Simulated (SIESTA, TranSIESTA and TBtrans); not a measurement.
Run with TranSIESTA and TBtrans (open boundaries, self-consistent; PseudoDojo norm-conserving potentials, scalar-relativistic): Spin polarized, PAO.BasisSize DZP, PAO.EnergyShift 0.15 eV, XC.Authors PBE, Mesh.Cutoff 200 Ry, ElectronicTemperature 300 K, TS.Voltage 0.0 eV, TBT.Elecs.Eta 0.001 eV.

System: Fe chain with one bond stretched by 0.6 Å. Leads: straight Fe chain, spacing 2.25 Å. Geometry: as built, not relaxed.

Question: Give the largest eigenchannel transmissions at the Fermi level (four at most) and the total.

Answer: Up: 1.00 (total 1.00); down: 0.99, 0.14, 0.14, 0.083 (total 1.35). The magnetic order of the leads was set by the start, and no other order was tried; the separate lead runs end at 3.39 (left) and 3.39 (right) μB an atom. The straight chain is held at its spacing; free chains may zigzag or dimerise.
